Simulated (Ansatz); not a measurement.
The reference is SiC in the wurtzite structure (space group P6_3mc, No. 186).

```xyz
4
Lattice="3.0760 0.0000 0.0000 -1.5380 2.6639 0.0000 0.0000 0.0000 5.0478" Properties=species:S:1:pos:R:3 pbc="T T T"
Si     0.0000     1.7759     5.0457
Si     1.5380     0.8880     2.5218
C      0.0000     1.7759     1.8950
C      1.5380     0.8880     4.4189
```

Cartesian axes are those of the cell as printed.

Level of theory: PBEsol (Ansatz, a program for electronic structure; PAW; 420 eV plane waves; no spin-orbit coupling).

Base values:

- Band gap = 2.12 eV
- Smallest direct gap = 3.86 eV

It is then changed as follows: uniaxial strain ε_zz = +3.00 %, all other strain components held at zero, atoms relaxed at fixed cell.

**Question.** What happens to the band gap?

**Answer.** The band gap shrinks by 0.149 eV to 1.98 eV.

**Question.** How does this affect the smallest direct gap?

**Answer.** The smallest direct gap goes up by 0.17 eV, from 3.86 eV to 4.03 eV.

**Question.** What does the calculation give for the stress after the change?

**Answer.** The stress (xx, yy, zz, yz, xz, xy; compression positive) comes out as (-1.41, -1.41, -15.28, 0.00, 0.00, 0.00) GPa.

Stability against distortions was not tested.
